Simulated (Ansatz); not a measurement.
Base system: Sn in the diamond structure (space group Fd-3m, No. 227; a = 6.569 Å). Axes: x, y, z lie along the cube axes.

Level of theory: r2SCAN, PAW, 500 eV (Ansatz, a program for electronic structure; spin-orbit coupling left out), earlier PAW set.

For the base:

* **Shortest interatomic distance**: 2.844 Å
* **Pressure**: 0.0 GPa

The change: uniaxial strain ε_xx = −2.39 %, all other strain components held at zero, atoms relaxed at fixed cell.

### Question
Estimate the effect on the shortest interatomic distance.

### Answer
The shortest interatomic distance shrinks by 0.022 Å (2.844 Å → 2.822 Å).

### Question
Predict the new energy relative to the base.

### Answer
The energy rises by 4.2 meV/atom.

### Question
Predict the new pressure.

### Answer
The pressure (mean of the normal stresses, compression positive) goes from zero to 1.1 GPa.

Stability against distortions was not tested.
